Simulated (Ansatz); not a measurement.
Defect migration in 4H silicon carbide: interstitial Si, neutral cell. The step: several atoms move together, Si the farthest; the atom moves 0.97 Å along (-0.31, -0.31, 0.00) of the unit cell; the moving atom starts with neighbours C at 1.78, 2 C at 1.99; Si at 2.12, Si at 2.29 Å and ends with C at 1.78, 2 C at 1.99; Si at 2.12, Si at 2.29 Å. A PBE band in Ansatz (plane-wave PAW, the Γ point alone, 256 host sites, 47 SCF runs with any check of the saddle's order, static, no finite-size correction) gives a forward barrier of 1.58 eV. The saddle point's order was not checked, and it lies on a symmetry element of the cell, where a band can be held. The charge state is imposed; whether it is stable for some Fermi level was not computed. Sites that were not tried may lie lower. At one site or more, about 0.5 electron(s) of the cell lie at energies of the host's conduction band, so they may not be on the defect. On the k-point mesh the defect's levels are only partly filled at one site or more.

Single points at the band's start and saddle point can refine it. Rough cost of one point, in units of the band's mean SCF on the same machine:

```
Level                                                     Cost of one point
--------------------------------------------------------  -----------------
PBE, a 2×2×2 k-point mesh shifted by half a step along c           about 10
r2SCAN at 500 eV, the Γ point alone                                 about 3
```

Q: Which of these move the barrier by more than 0.1 eV, and how far does each move it?

A: PBE, a 2×2×2 k-point mesh shifted by half a step along c: +0.17 eV; r2SCAN at 500 eV, the Γ point alone: +0.26 eV. Each functional is compared with PBE at the same k-points.

Ansatz is a quantum-chemistry and plane-wave program.
